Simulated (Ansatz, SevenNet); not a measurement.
## How the formation enthalpy of NiGe (Pnma, No. 62; start mp-1099) moves with the method

No measured value is used here.

```tsv
level (code)	value (eV/atom)
SevenNet-l3i5 (SevenNet)	-0.322
LDA (Ansatz)	-0.387
PBE (Ansatz)	-0.304
PBEsol (Ansatz)	[?]
PBE-D3(BJ) (Ansatz)	-0.363
```

Question: Some entries are withheld; supply them.

Answer: 
- PBEsol (Ansatz, a first-principles code), value (eV/atom): -0.371

SevenNet-l3i5, LDA, PBE, PBEsol, PBE-D3(BJ): the relaxation could not lower the start's symmetry, so the cell can be a saddle point above a distorted one. Each level is taken at its own relaxed cell. Ansatz's density-functional and Hartree–Fock values are scalar-relativistic unless marked +SOC, with PAW data made under PBE.

Machine-learned potentials (SevenNet-l3i5) are trained on DFT data, which may include these solids.

A start named mp-… is a Materials Project structure, which can be a computed phase never made.
